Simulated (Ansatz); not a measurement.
Checking a run of Ansatz (an electronic-structure program) on SnCl2 (Pnma, 12 atoms in the cell). The aim is a self-consistent single point with DFT, PBEsol, plane waves, default PAW files made with PBE.

Cell that was meant: a = 7.7930 Å, b = 4.4300 Å, c = 9.2070 Å, α = 90.00°, β = 90.00°, γ = 90.00°.

Part of the input:

Ansatz 0.2 input:
```yaml
    - { symbol: Sn, position_ang: [5.992817, 3.322500, 0.681318] }
    - { symbol: Sn, position_ang: [5.696683, 1.107500, 5.284818] }
    - { symbol: Sn, position_ang: [2.096317, 3.322500, 3.922182] }
basis:
  ecutrho_ratio: 1
kpoints:
  mp_grid:
    grid: [5, 8, 4]
```

Log, with long lists cut:

```
WARN basis.ecutwfc = 420 eV, the default
WARN basis.ecutrho_ratio = 1 (ecutrho = 420 eV) is below the records' recommended cutoff
   [... lines left out ...]
PAW frozen core: Sn, regenerated for the run's functional, and the local potential with it
Initial density: superposition of atomic densities (neutral atoms: chi_scale 0, normalization atom), corrected by the library's trained network
Initial wavefunctions: pseudopotential atomic-orbital guess
Eigensolver: davidson
Functional: x = pbesol(κ = 0.804, μ = 0.12345679012345678), c = pbesol(β = 0.046)
SCF iter   1: F=—  HF=-32298.299937 eV  |F-HF|=—  |Δ(HF+E_count)|=         —  Δρ=4.24e-3  dr2=7.28e-2  ethr=1.77e-3  ⟨swp⟩=8.2  Hψ=13421  notcnv=0
all-band conjugate gradients solve this SCF's bands
preconditioner: auto → Resta (q_TF=auto, 2.293 Å⁻¹)
SCF iter   2: F=—  HF=-32298.283525 eV  |F-HF|=—  |Δ(HF+E_count)|=   1.64e-2  Δρ=1.91e-3  dr2=6.86e-3  ethr=6.50e-5  ⟨swp⟩=2.9  Hψ=5099  notcnv=0
   [... lines left out ...]
SCF iter   5: F=—  HF=-32298.283226 eV  |F-HF|=—  |Δ(HF+E_count)|=   1.66e-3  Δρ=3.21e-5  dr2=2.53e-6  ethr=4.87e-8  ⟨swp⟩=2.0  Hψ=5625  notcnv=0
SCF iter   6: F=—  HF=-32298.283230 eV  |F-HF|=—  |Δ(HF+E_count)|=   3.70e-6  Δρ=8.98e-6  dr2=4.14e-7  ethr=2.26e-9  ⟨swp⟩=2.0  Hψ=4725  notcnv=0
SCF iter   7: F=-32298.283230 eV  HF=-32298.283230 eV  |F-HF|=1.43e-8  |Δ(HF+E_count)|=   1.04e-8  Δρ=3.18e-6  dr2=3.40e-8  ethr=8.93e-11  ⟨swp⟩=8.5  Hψ=14384  notcnv=0
SCF 1 converged in 7 iterations: F = -32298.283230 eV  dr2 = 3.40e-8
Free energy (F): -32298.283230 eV
Internal energy: -32298.283192 eV  (E = F + TS)
E sigma→0 (E₀):  -32298.283211 eV
Entropy (-TS):   -0.000038 eV (-0.003 meV/atom)
Fermi energy:    5.842090 eV
--- Forces (eV/Å), atoms counted from 1 ---
  atom   1  Cl    -0.09464591    -0.00000000    -0.15021096
  atom   2  Cl     0.09464591     0.00000000     0.15021096
  atom   3  Cl    -0.09464591     0.00000000     0.15021096
  atom   4  Cl     0.09464591    -0.00000000    -0.15021096
  atom   5  Cl     0.02261906    -0.00000000    -0.00593139
  atom   6  Cl    -0.02261906     0.00000000     0.00593139
  atom   7  Cl     0.02261906    -0.00000000     0.00593139
   [... lines left out ...]
  P = ⅓ Tr σ = -0.4473 GPa (-4.473 kbar)
  The stress holds the Pulay correction, which leaves out the density cutoff's part. Without it, at fixed plane waves, as pw.x and ABINIT print it …
settings of this run that can trade accuracy for cost: basis.ecutrho_ratio < 4. Do not mix this run's numbers with those of runs without the same settings …
```

Problem. Is anything amiss in this input, and did it matter?

Solution. The run is not sound. The fault is a density cutoff or grid that is too coarse. The density and potential grid has to resolve products of orbitals and any augmentation charge. To fix it, restore the density cutoff. The run converged in 7 iterations without an error; against the sound input the free energy goes down by 72.9 meV/atom, the pressure goes from -1.40 to -0.45 GPa, the largest force goes from 0.144 to 0.178 eV/Å and the gap on the mesh goes from 2.933 to 2.965 eV. The full log also holds (shortened here): “WARN basis.ecutrho_ratio = 1 (ecutrho = 420 eV) is below the records' recommended cutoff”. At a fixed set of plane waves, without the program's Pulay estimate, the pressure is -0.55 GPa against -1.42 GPa.

An input that runs soundly differs in these lines (not the only fix; some lines may just follow from the change or write a value another way):
```diff
-basis:
-  ecutrho_ratio: 1
```

With that input, the run converged in 7 iterations: free energy E − TS (on the zero of these files) -32297.4087 eV; gap on the k-point mesh 2.93 eV; pressure -1.40 GPa; largest force (vector length) 0.144 eV/Å (DFT, PBEsol, plane waves, default PAW files made with PBE).

On the sound input: the starting cell comes from a database of published, mostly measured structures (it also holds non-ambient and calculated ones), without a prior relaxation at this level. Ansatz's pressure includes its estimate of the finite-basis (Pulay) stress.
